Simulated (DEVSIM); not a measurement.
System: Mo/SiO2/n-Si capacitor, at 300 K.

```tsv
layer (left to right)	material	thickness (nm)	Nd (cm⁻³)
1	SiO2	6.80	-
2	Si	550	1.1e18
```

Metal gate on the left, work function 4.6 eV. Fixed charge at the semiconductor interface 1.3e10 cm⁻² (in units of +e); no interface traps.

This is a model device: material constants are rounded textbook-type values typed into the input, and sizes, dopings and lifetimes were drawn at random. Values at 300 K.

| parameter | SiO2 | Si |
|---|---|---|
| gap (eV) | 9 | 1.124 |
| affinity (eV) | 0.9 | 4.05 |
| permittivity | 3.9 | 11.7 |
| Nc (cm⁻³) | - | 2.86e19 |
| Nv (cm⁻³) | - | 3.1e19 |

Simulated with DEVSIM: 1D Poisson equation in equilibrium, Boltzmann statistics, complete ionisation; no quantum confinement or tunnelling. Metal contacts follow the ideal Schottky-Mott rule: no Fermi-level pinning, no interface dipoles.

The fixed charge was swept, all else fixed.

```csv
fixed charge (cm^-2),flat-band voltage (V)
-2.27e12,1.18
-1.13e12,0.82
1.3e10,0.46
1.15e12,0.10
2.29e12,-0.26
```

From the first row to the last the flat-band voltage goes from 1.18 to -0.26.
